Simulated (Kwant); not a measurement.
Device: GaAs/Al0.3Ga0.7As stack with 2 barriers. One parabolic valley. Leads of mass 0.067 mₑ with the band edge at 0; grid 0.1 nm; bias 0 V, dropping linearly over the stack.

```tsv
layer	thickness (nm)	band offset (eV)	mass (mₑ)
1	4.8	0.24	0.092
2	3.2	0	0.067
3	6.2	0.24	0.092
```

The device is made up for the run: typed textbook-type constants, with dimensions and the other settings drawn at random.

Model: one-band effective-mass tight-binding model in one dimension, coherent, no space charge (Kwant).

| E (eV) | A | B | C |
|---|---|---|---|
| 0.001200 | 1.8e-9 | 1.4e-8 | 7.4e-10 |
| 0.02222 | 9.3e-8 | 8.5e-7 | 3.8e-8 |
| 0.04324 | 5.9e-7 | 6.4e-6 | 2.3e-7 |
| 0.06425 | 3.5e-6 | 5.3e-5 | 1.2e-6 |
| 0.08527 | 2.7e-5 | 0.0011 | 8.3e-6 |
| 0.1063 | 0.00073 | 0.0067 | 0.00012 |
| 0.1273 | 0.0015 | 0.0017 | 0.0029 |
| 0.1483 | 0.00050 | 0.0017 | 0.00031 |
| 0.1693 | 0.00053 | 0.0028 | 0.00026 |
| 0.1904 | 0.00083 | 0.0058 | 0.00036 |
| 0.2114 | 0.0017 | 0.015 | 0.00066 |
| 0.2324 | 0.0042 | 0.047 | 0.0015 |
| 0.2534 | 0.013 | 0.16 | 0.0041 |
| 0.2744 | 0.055 | 0.41 | 0.014 |
| 0.2954 | 0.32 | 0.63 | 0.071 |
| 0.3165 | 0.87 | 0.83 | 0.33 |
| 0.3375 | 0.78 | 0.99 | 0.40 |
| 0.3600 | 0.83 | 0.92 | 0.41 |

Question: Column A is the base. The others each differ by one change: height of the first barrier 0.24 → 0.14 eV; height of the first barrier 0.24 → 0.29 eV. Which is which?

Answer: B: height of the first barrier 0.24 → 0.14 eV; C: height of the first barrier 0.24 → 0.29 eV.
